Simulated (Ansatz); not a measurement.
Input:

```
MgF2
1.0
    4.63881     0.00000     0.00000
    0.00000     4.63881     0.00000
    0.00000     0.00000     3.06231
Mg F
2 4
Cartesian
  2.31941   2.31941   1.53115
  0.00000   0.00000   0.00000
  3.23140   3.23140   0.00000
  1.40741   1.40741   0.00000
  3.72682   0.91200   1.53115
  0.91200   3.72682   1.53115
```

All values below come from PBEsol, rigid bands (plane waves, PAW, scalar-relativistic; Ansatz, a program for electronic structure). Cell: cell and atoms relaxed with PBEsol.

**Question.** What conductivity effective mass do dilute electrons have at 300 K?

**Answer.** 0.54 (x), 0.54 (y), 0.52 (z) mₑ.

**Question.** Predict the hole conductivity mass (n e² τ/σ) at 300 K, by direction if it differs.

**Answer.** 3.1 (x), 3.1 (y), 3.7 (z) mₑ.

**Question.** And the band gap?

**Answer.** 6.89 eV at this level; semilocal functionals usually fall short of the measured gap.

Rigid bands, one relaxation time for all states, no polarons. Spin-orbit coupling is left out.
